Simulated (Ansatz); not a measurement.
Take CrPdO$_{2}$ (space group R-3m, No. 166; a = 2.916 Å, c = 17.949 Å (hexagonal axes); ferromagnetic; a model cell, its experimental status unchecked; relaxed with 0.1 eV smearing) as the base.

The values are results of PBEsol (Ansatz, a program for electronic structure, PAW, scalar-relativistic without spin-orbit coupling), not measurements.

For the base:

| Quantity | Result |
|---|---|
| Largest site moment | 2.24 μB |
| Pressure | 0.0 GPa |

It is then changed as follows: the cell is scaled by 1.0175 in all directions; the atoms relax in the strained cell.

What does the calculation give for the largest site moment after the change?

The largest site moment hardly moves (2.24 μB against 2.29 μB).

Predict the new pressure.

The pressure (mean of the normal stresses, compression positive) goes from zero to -9.5 GPa.

Whether these cells are dynamically stable was not tested. No Hubbard U is applied and the magnetic state is the run's own (CrPdO2 ferromagnetic); other magnetic orders, which need larger cells, were not tried and can change the gap.
